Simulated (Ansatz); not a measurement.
Base system: CeO₂ in the fluorite structure (space group Fm-3m, No. 225).

```xyz
3
Lattice="0.0000 2.7187 2.7187 2.7187 0.0000 2.7187 2.7187 2.7187 0.0000" Properties=species:S:1:pos:R:3 pbc="T T T"
Ce     0.0000     0.0000     0.0000
O      1.3593     1.3593     1.3593
O      4.0780     4.0780     4.0780
```

Cartesian axes are those of the cell as printed.

All numbers come from plane-wave PAW DFT at the r2SCAN level (Ansatz, an electronic-structure program, 500 eV), scalar-relativistic without spin-orbit coupling.

For the base:

- Band gap: 2.20 eV

The change: a free-standing slab of 5 layers (15 atoms, 3 a layer) is cut normal to [111], with 15 Å of vacuum and the in-plane cell held at bulk.

Q: How does this affect the excess energy per area of both faces, band gap, change of the spacing d12 from its bulk value of 0.785 Å and change of the spacing d23 from its bulk value of 0.785 Å?

A: The excess energy per area of both faces (slab less bulk energy over the cell's area: twice a surface energy) amounts to 1.73 J/m²; the band gap drops by 0.045 eV, from 2.20 eV to 2.15 eV; the change of the spacing d12 from its bulk value of 0.785 Å amounts to -3.3 %; the change of the spacing d23 from its bulk value of 0.785 Å is +0.7 %.

The excess energy carries the mismatch between the slab's and the bulk's meshes. Whether these cells are dynamically stable was not tested. Starting moments died away, wholly or in part, for the base; another magnetic solution may exist. All final runs are without spin polarisation.
